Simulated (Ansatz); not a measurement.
Input:

```xyz
4
Lattice="3.8942 0.0000 0.0000 0.0000 3.8942 0.0000 0.0000 0.0000 3.8942" Properties=species:S:1:pos:R:3 pbc="T T T"
Hf     0.0000     0.0000     0.0000
Rh     1.9471     0.0000     1.9471
Rh     0.0000     1.9471     1.9471
Rh     1.9471     1.9471     0.0000
```

The numbers are results of PBEsol, DFPT electron-phonon coupling, linearised Boltzmann equation (plane waves, PAW, scalar-relativistic; Ansatz, a quantum-chemistry and plane-wave program), not measurements. How the cell was made: relaxed with this functional, without spin-orbit coupling.

Estimate the phonon-limited resistivity at 300 K, by direction if it differs.

11.2 μΩ·cm.

How long is the mean free path there?

7.7 nm, weighted by the current that each state carries. Wires not much wider than this gain resistivity from their walls.

A metal at this level (no band gap). Only scattering by harmonic phonons is included (no impurities, grain boundaries, electron-electron scattering or thermal expansion). Spin-orbit coupling is left out, which matters with elements this heavy. The run warned that the eigensolver left some states short of its tolerance. Halving the electron mesh (24x24x24) moves the resistivity by up to 3 % at 300 K, the mean free path by up to 2 %. Smearing 0.20 eV; phonons on a 4x4x4 q mesh, which this run doesn't test.

Formula and space group known from diffraction (Crystallography Open Database), not checked to be the room-temperature form: HfRh3 (Pm-3m).
